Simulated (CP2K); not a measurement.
Band structure of SrTaO₃ (Pm-3m, 5 atoms in the cell).

```xyz
5
Lattice="4.1446 0.0000 0.0000 0.0000 4.1446 0.0000 0.0000 0.0000 4.1446" Properties=species:S:1:pos:R:3 pbc="T T T"
Sr     0.0000     0.0000     0.0000
Ta     2.0723     2.0723     2.0723
O      2.0723     2.0723     0.0000
O      0.0000     2.0723     2.0723
O      2.0723     0.0000     2.0723
```

Method: PBEsol, GPW, DZVP-MOLOPT-SR-GTH basis, GTH-PBE potentials (GTH_POTENTIALS) run with CP2K.

Settings: CUTOFF = 500 Ry; REL_CUTOFF = 60 Ry; SMEAR/METHOD = GAUSSIAN; SIGMA = 0.05 eV; KPOINTS/SCHEME = MONKHORST-PACK 6 6 6; GAMMA_CENTERED = T; XC_FUNCTIONAL = PBE:PBESOL; Sr/BASIS_SET = DZVP-MOLOPT-SR-GTH-q10; Sr/POTENTIAL = GTH-PBE-q10; Ta/BASIS_SET = DZVP-MOLOPT-SR-GTH-q13; Ta/POTENTIAL = GTH-PBE-q13; O/BASIS_SET = DZVP-MOLOPT-SR-GTH-q6; O/POTENTIAL = GTH-PBE-q6; METHOD = GPW.

The starting cell comes from a database of computed structures (which also holds hypothetical and non-ambient phases and stackings), without a prior relaxation at this level. Its lattice was rescaled by a random factor within 2.5 % of one. Spin-orbit coupling is off. Spin polarisation is off; with an odd number of electrons in the cell that forces a metal, and a magnetic state may lie lower. Values carry the incompleteness of an atom-centred basis. The potentials were made for another functional than the one used.

Levels in eV from the Fermi level, bands 17 to 22:
| point | 17 | 18 | 19 | 20 | 21 | 22 |
|---|---|---|---|---|---|---|
| Γ | -4.80 | -4.40 | -4.40 | -4.40 | -1.13 | -1.13 |
| X | -6.01 | -5.43 | -4.63 | -4.63 | -0.77 | 1.46 |
| M | -5.37 | -5.28 | -5.28 | -3.89 | 1.48 | 1.48 |
| R | -7.41 | -3.81 | -3.81 | -3.81 | 2.41 | 2.41 |

Bands cross the Fermi level along this path, so the cell is metallic at this level.

Higher empty bands are left out: an atom-centred basis made for the valence describes them poorly.
